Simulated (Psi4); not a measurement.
Psi4 1.11, TPSS/def2-svp: Si(H)(Vi)2(NH2) (C=C[SiH](N)C=C), 15 atoms. The geometry is a generated start, not checked to be a minimum at this level.

```yaml
task: energy
method: tpss
basis: def2-svp
memory: 3 GB
maxiter: 100
keys_of_the_molecule_block: symmetry c1
scf_type: df (default)
guess: auto, which took SAD (default)
scf_initial_accelerator: adiis (default)
e_convergence: 1e-06 (default)
d_convergence: 1e-06 (default)
dft_radial_points: 75 (default)
dft_spherical_points: 302 (default)
basis_functions: 133
grid_points: 320720
```

```xyz
15

Si    -0.0412     0.2535    -0.5132
N     -0.5738     1.6402     0.3785
C      1.6168    -0.4855     0.0490
C      2.7783     0.1376    -0.0731
C     -1.3541    -1.0796    -0.3026
C     -2.5505    -0.8845     0.2266
H      0.0686     0.7244    -1.8995
H     -0.0308     2.4867     0.2990
H     -0.8458     1.5100     1.3399
H      1.6156    -1.4700     0.5032
H      2.8416     1.1172    -0.5235
H      3.7133    -0.2900     0.2574
H     -1.1052    -2.0734    -0.6548
H     -3.2818    -1.6729     0.3286
H     -2.8511     0.0863     0.5845
```

One run each on 2 threads. Values of diis_max_vecs tried: 3, 6, 10 (default), 20.

**Question.** How does the count of SCF iterations change with diis_max_vecs, and where is it least?

**Answer.** Fewest SCF iterations, within one of each other: 6 with 10, 10 (default) with 10, 20 with 10. The count rises to 18 at 3. All converge to one solution.

```csv
diis_max_vecs,SCF iterations,end
3,18,same solution
6,10,same solution
10 (default),10,same solution
20,10,same solution
```
